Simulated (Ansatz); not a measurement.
Mg: isotropic strain −0.50 %

Base system: Mg in the hcp (Mg type) structure (space group P6_3/mmc, No. 194; a = 3.195 Å, c = 5.197 Å; relaxed with 0.1 eV smearing).

Perturbation: an isotropic linear strain of −0.50 %; the atoms relax in the strained cell.

All numbers come from plane-wave PAW DFT at the PBE level (Ansatz, a program for electronic structure, 420 eV), spin-orbit coupling left out. k-mesh 21×21×11 (Γ-centred); smearing 0.1 eV (Fermi–Dirac).

| quantity | base | changed | shift |
|---|---|---|---|
| volume per atom | 22.97 Å³ | 22.63 Å³ | -0.34 Å³ |
| shortest interatomic distance | 3.187 Å | 3.171 Å | -0.016 Å |
| energy relative to the base (free energy F) | 0 meV/atom | +0.6 meV/atom | +0.6 meV/atom |
| pressure (mean of the normal stresses, compression positive) | 0.0 GPa | 0.6 GPa | +0.6 GPa |
| band gap | zero | zero | – |

Final structure:

```
CELL_PARAMETERS angstrom
      3.17924     0.00000     0.00000
     -1.58962     2.75330     0.00000
      0.00000     0.00000     5.17060
ATOMIC_POSITIONS crystal
  Mg 0.66667 0.33333 0.75000
  Mg 0.33333 0.66667 0.25000
```

Stability against distortions was not tested.
